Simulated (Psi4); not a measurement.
Psi4 1.11, TPSS/def2-svp: Nb(NH)(Cl)(Me)2 ([CH3][Nb]([CH3])(=[NH])[Cl]), 12 atoms. The geometry is a generated start, not checked to be a minimum at this level.

- task: energy
- method: tpss
- basis: def2-svp
- memory: 3 GB
- maxiter: 100
- keys of the molecule block: symmetry c1
- scf_type: df (default)
- e_convergence: 1e-06 (default)
- d_convergence: 1e-06 (default)
- dft_radial_points: 75 (default)
- dft_spherical_points: 302 (default)
- effective core potentials: those of the basis set, past Kr
- basis functions: 126
- grid points: 258918

```xyz
12

Nb     0.8576    -0.1332    -0.2405
N      0.3984    -1.0965    -1.6454
H      0.2856    -1.6660    -2.4854
Cl     2.7774     0.5306     0.6517
C     -0.4332     1.7042    -0.6182
H     -1.1166     1.8476     0.2322
H     -1.0359     1.6904    -1.5304
H      0.2241     2.5820    -0.6655
C     -0.3386    -1.2366     1.3520
H     -0.5356    -2.2923     1.1426
H     -1.3105    -0.7494     1.5146
H      0.2274    -1.1808     2.2923
```

Charge 0 and multiplicity 1 are set for this test and not shown to be the ground state.

With the defaults (diis = true, scf_initial_accelerator = adiis, damping_percentage = 0, level_shift = 0, level_shift_cutoff = 0.01, guess = auto, which took SAD, diis_start = 1, diis_max_vecs = 10) it converges in 13 SCF iterations. One run each on 2 threads, with these changes:
- scf_initial_accelerator = none
- diis_max_vecs = 6
- guess = sapgau
- guess = modhuckel
- level_shift = 0.1, level_shift_cutoff = 0.001
- diis_start = 4
- guess = sadno
- diis_max_vecs = 3
- diis = false, scf_initial_accelerator = none, damping_percentage = 60

Problem. Which of these changes keep the SCF from converging, or lead it to another solution?

Solution. No convergence: diis = false, scf_initial_accelerator = none, damping_percentage = 60 (the run ends without SCF convergence in 100 iterations). The rest reach the solution of the defaults.

| setting | SCF iterations | end |
|---|---|---|
| level_shift = 0.1, level_shift_cutoff = 0.001 | 12 | same solution |
| the defaults | 13 | same solution |
| guess = sadno | 13 | same solution |
| guess = modhuckel | 13 | same solution |
| scf_initial_accelerator = none | 13 | same solution |
| diis_max_vecs = 6 | 13 | same solution |
| guess = sapgau | 15 | same solution |
| diis_start = 4 | 19 | same solution |
| diis_max_vecs = 3 | 29 | same solution |
| diis = false, scf_initial_accelerator = none, damping_percentage = 60 | 100 | no convergence |

1 further run of the study ended by our limits or in an error and is left out.
